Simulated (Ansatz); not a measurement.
Start from MoP (space group P-6m2, No. 187; a = 3.2416 Å, c = 3.1941 Å).

Method: PBE (Ansatz, a program for electronic structure), without spin-orbit coupling.

One change was made to it. Results:

The c/a ratio goes up by 0.013 (0.985 → 0.998); the shortest interatomic distance decreases by 0.0467 Å (2.460 Å → 2.414 Å); the density rises by 0.46 g/cm³ to 7.71 g/cm³.

**Question.** Name the change that was made.
(A) pressure 4.5 GPa
(B) pressure 15 GPa
(C) pressure 0.9 GPa

**Answer.** B, pressure 15 GPa. For comparison, the c/a ratio in the other runs: pressure 4.5 GPa gives 0.989; pressure 0.9 GPa gives 0.986.

Load acts through the strain it causes; cell and atoms are relaxed under it. Stability against distortions was not tested. Competing high-pressure phases were not computed. The final runs are not spin-polarised. An odd electron count without spin: MoP.
